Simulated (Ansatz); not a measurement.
Fluorite AuAl₂, relaxed in Ansatz (plane waves) with several semilocal functionals. Each gives its own volume and its own bulk modulus:

| level | V0 (Å³/atom) | bulk modulus B0 (GPa) | ln V0 | ln B0 |
|---|---|---|---|---|
| PBEsol-D3(BJ) | 17.514 | 124.3 | 2.8630 | 4.8227 |
| LDA | 17.607 | 121.2 | 2.8683 | 4.7974 |
| PBEsol | 18.027 | 114.9 | 2.8919 | 4.7441 |
| revPBE | 18.822 | 100.4 | 2.9350 | 4.6092 |
| RPBE | 18.914 | 98.91 | 2.9399 | 4.5942 |
| BLYP | 19.297 | 86.83 | 2.9599 | 4.4640 |

Fit a straight line to ln B0 against ln V0. What does it predict for PBE-D3(BJ), whose volume is 17.937 Å³/atom?

With x = ln V0 and y = ln B0: means 2.90967 and 4.67193; Σ(Δx Δy) = -0.02789, Σ(Δx²) = 0.008284, so the slope is -3.37. At x = 2.8869 the line gives y = 4.67193 + (-3.37) × (2.8869 − 2.90967) = 4.7487, or 115.4 GPa. The run with PBE-D3(BJ) gives 115.3 GPa, -0.1 % from the line. The rows used scatter about it by up to 3.8 %, while the largest value lies 43 % above the smallest.

Ansatz's density-functional and Hartree–Fock values are scalar-relativistic unless marked +SOC, with PAW data made under PBE.

Ansatz is an electronic-structure program.
